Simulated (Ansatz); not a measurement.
Take PbSe in the rock salt structure (space group Fm-3m, No. 225; a = 6.178 Å) as the base. Axes: x, y, z lie along the cube axes.

Structures relaxed with r2SCAN (Ansatz, a first-principles code, PAW, no spin-orbit coupling).

Base:

Simulated powder pattern, Mo Kα, λ = 0.71073 Å (kinematic, ideal powder, no thermal factors, no anomalous dispersion; the 14 strongest lines at most, above 2 %, up to 2θ = 40°):

| 2θ (°) | I/Imax (%) | hkl |
|---|---|---|
| 11.44 | 35 | (111) |
| 13.21 | 100 | (200) |
| 18.73 | 83 | (220) |
| 22.00 | 22 | (311) |
| 22.99 | 32 | (222) |
| 26.60 | 16 | (400) |
| 29.04 | 10 | (331) |
| 29.81 | 45 | (420) |
| 32.73 | 34 | (422) |
| 34.78 | 7.9 | (511) |
| 37.98 | 10 | (440) |
| 39.79 | 7.8 | (531) |

After one change:

Simulated powder pattern, Mo Kα, λ = 0.71073 Å (kinematic, ideal powder, no thermal factors, no anomalous dispersion; the 14 strongest lines at most, above 2 %, up to 2θ = 40°):

```csv
2θ (°),I/Imax (%)
11.51,52
13.21,100
13.48,48
18.73,41
18.92,80
22.04,22
22.37,10
23.15,47
26.60,16
29.81,22
29.94,22
30.31,21
32.85,33
33.19,16
```

Q: Which change produced these results?
A) uniaxial strain ε_zz = −2.00 %
B) uniaxial strain ε_zz = −0.50 %
C) uniaxial strain ε_zz = −1.00 %

A: A, uniaxial strain ε_zz = −2.00 %. Its volume per atom is 28.89 Å³ against 29.48 Å³, and its space group is I4/mmm (No. 139).

No phonon test of stability was made.
